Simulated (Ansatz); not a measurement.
# YN: carrier doping

The reference is YN in the rock salt structure (space group Fm-3m, No. 225).

```yaml
crystal:
  lattice:
    - [0.00000, 2.45292, 2.45292]
    - [2.45292, 0.00000, 2.45292]
    - [2.45292, 2.45292, 0.00000]
  atoms:
    - { symbol: Y, position: [0.50000, 0.50000, 0.50000] }
    - { symbol: N, position: [0.00000, 0.00000, 0.00000] }
```

Carriers are added at fixed cell with a uniform background; the Fermi–Dirac width is that of 300 K.

The values are results of PBE (Ansatz, a quantum-chemistry and plane-wave program; PAW; 420 eV plane waves; no spin-orbit coupling), not measurements.

Notes on the quantities. Fermi level from band edge: Fermi level relative to the doped band's edge (positive inside the band; to 0.05 eV).

```csv
electron density (10^21 cm⁻³),Fermi level from band edge (eV)
0.7,0.40
1.5,0.60
2,?
20,2.40
```

### Question
Fit E_F = C n^s, fitted as a line in log–log form (a parabolic band gives s = 2/3) to the rows shown and predict the withheld row.

### Answer
Least squares on the printed values gives C = 0.48 eV, s = 0.53 (largest residual 0.00 eV); this predicts 0.70 eV, and the run gives 0.75 eV, in agreement.

Carriers are added with a uniform compensating background; total energy and stress of such cells depend on the potential's zero and are not compared; many-body gap narrowing is missing at this level. Stability against distortions was not tested. The base started in Pnma and relaxed to Fm-3m at this level.
